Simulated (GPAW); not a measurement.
Short convergence ladders for Pb (Fm-3m, 1 atom in the cell)

```yaml
crystal:
  lattice:
    - [0.00000, 2.46758, 2.46758]
    - [2.46758, 0.00000, 2.46758]
    - [2.46758, 2.46758, 0.00000]
  atoms:
    - { symbol: Pb, position: [0.00000, 0.00000, 0.00000] }
```

Base method: PBE, real-space grid, GPAW PAW datasets PBE (gpaw-data 1.0.1) run with GPAW.

Base settings: mode = fd; h = 0.2 Å; xc = PBE; kpts = 5 5 5; mesh shift (steps) = 0 0 0; occupations.name = methfessel-paxton; occupations.width = 0.1 eV; occupations.order = 0; nbands = -9; convergence.forces = 0.001 eV/Å.

Core times come from one kind of shared machine, to one figure; runs under 30 s give none.

**Shifted k-point meshes**

In this ladder: kpts_shift = 0.5 0.5 0.5.

Only quantities that move along the ladder and can be compared are tabulated.

| kpts | free energy less the last step's (meV/atom) | core time / last (rough) |
|---|---|---|
| 2 2 2 | 331.05 | – |
| 4 4 4 | 66.79 | – |
| 6 6 6 | -2.99 | 0.3 |
| 8 8 8 | 3.74 | 0.4 |
| 10 10 10 | 7.61 | 0.8 |
| 12 12 12 | 0.00 | 1 |

Coarsest kpts that holds the free energy within 5 meV/atom: not settled: the last two steps still differ by 7.6 meV/atom, over half the tolerance, so the ladder does not show it.

**The width of Fermi-Dirac smearing**

In this ladder: kpts = 8 8 8; occupations.name = fermi-dirac; occupations.order = default.

Narrow widths need finer meshes than wide ones, so the last steps can hold mesh noise.

Only quantities that move along the ladder and can be compared are tabulated; pressure and forces are left out, as mesh noise rules them at narrow widths.

```csv
occupations.width,free energy less the last step's (meV/atom),energy extrapolated to zero width less the last step's (meV/atom)
1 eV,-876.91,22.09
0.5 eV,-198.09,13.23
0.3 eV,-62.33,3.18
0.1 eV,0.00,0.00
```

Widest occupations.width that holds the free energy within 5 meV/atom: not settled: the last two steps still differ by 62 meV/atom, over half the tolerance, so the ladder does not show it.

Widest occupations.width that holds the energy extrapolated to zero width within 2 meV/atom: not settled: the last two steps still differ by 3.2 meV/atom, over half the tolerance, so the ladder does not show it.

The extrapolation to zero width removes most of the smearing's effect on the energy.

**The mesh under tetrahedron occupations**

In this ladder: occupations.name = improved-tetrahedron-method; occupations.width = default; occupations.order = default.

Only quantities that move along the ladder and can be compared are tabulated.

| kpts | free energy less the last step's (meV/atom) | core time / last (rough) |
|---|---|---|
| 5 5 5 | -40.70 | – |
| 6 6 6 | 35.48 | – |
| 7 7 7 | -7.04 | 0.09 |
| 11 11 11 | -0.62 | 0.2 |
| 17 17 17 | -0.65 | 0.6 |
| 22 22 22 | 0.00 | 1 |

Coarsest kpts that holds the free energy within 2 meV/atom of the last step, with all finer ones: 11 11 11, at about 0.2 of the last step's time; the step before is off by 7.0 meV/atom.

On the base run: the starting cell has typed, rounded lattice constants, without a prior relaxation at this level. Its lattice was rescaled by up to half a per cent. Without a gap this mesh is coarse (it stands for a supercell whose shortest vector is 17 Å).

Left out of this page: 2 runs of the series outside the window shown, repeating another row's setting, or not comparable.
